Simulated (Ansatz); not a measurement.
Consider MgTe in the wurtzite structure (space group P6_3mc, No. 186; a = 4.609 Å, c = 7.500 Å). Axes: x lies along a and z along c of the hexagonal cell.

Level of theory: Kohn–Sham DFT with the PBE functional, run in Ansatz (an electronic-structure program) with PAW and 420 eV plane waves, without spin-orbit coupling.

For the base:

- Shortest interatomic distance = 2.818 Å

Now apply this change: the cell is stretched by 2.40 % along z with no lateral relaxation, atoms relaxed at fixed cell.

**Question.** How does this affect the energy relative to the base?

**Answer.** The energy grows by 3.4 meV/atom.

**Question.** How does this affect the stress?

**Answer.** The stress (xx, yy, zz, yz, xz, xy; compression positive) is (-0.51, -0.51, -1.31, 0.00, 0.00, 0.00) GPa.

**Question.** Predict the new shortest interatomic distance.

**Answer.** The shortest interatomic distance goes up by 0.018 Å, from 2.818 Å to 2.836 Å.

**Question.** Predict the new largest internal atomic displacement.

**Answer.** The largest internal atomic displacement is 0.016 Å.

The cells carry an imposed strain or load. Whether these cells are dynamically stable was not tested.
